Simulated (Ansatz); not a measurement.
**ZnCu: uniaxial strain ε_zz = −1.00 %**

Start from ZnCu in the CsCl type structure (space group Pm-3m, No. 221; a = 2.908 Å; relaxed with 0.1 eV smearing). Axes: x, y, z lie along the cube axes.

Perturbation: uniaxial strain ε_zz = −1.00 %, all other strain components held at zero; the atoms relax in the strained cell.

Method: PBEsol/PAW in Ansatz (a quantum-chemistry and plane-wave program), spin-orbit coupling left out. Γ-centred 20×20×20 mesh, Fermi–Dirac width 0.1 eV.

```json
[
 {"quantity": "volume per atom", "base": "12.30 Å³", "changed": "12.18 Å³", "shift": "-0.12 Å³"},
 {"quantity": "shortest interatomic distance", "base": "2.519 Å", "changed": "2.510 Å", "shift": "-0.0084 Å"},
 {"quantity": "energy relative to the base (free energy F)", "base": "0 meV/atom", "changed": "+0.5 meV/atom", "shift": "+0.5 meV/atom"},
 {"quantity": "pressure (mean of the normal stresses, compression positive)", "base": "0.0 GPa", "changed": "1.4 GPa", "shift": "+1.4 GPa"},
 {"quantity": "band gap", "base": "zero", "changed": "zero", "shift": "–"},
 {"quantity": "stress (xx, yy, zz, yz, xz, xy; compression positive)", "base": "–", "changed": "(1.4, 1.4, 1.4, 0.0, 0.0, 0.0) GPa", "shift": "–"}
]
```

Final structure:

```
CELL_PARAMETERS angstrom
      2.90849     0.00000     0.00000
      0.00000     2.90849     0.00000
      0.00000     0.00000     2.87940
ATOMIC_POSITIONS crystal
  Zn 0.50000 0.50000 0.50000
  Cu 0.00000 0.00000 0.00000
```

No phonon test of stability was made. All final runs are without spin polarisation.
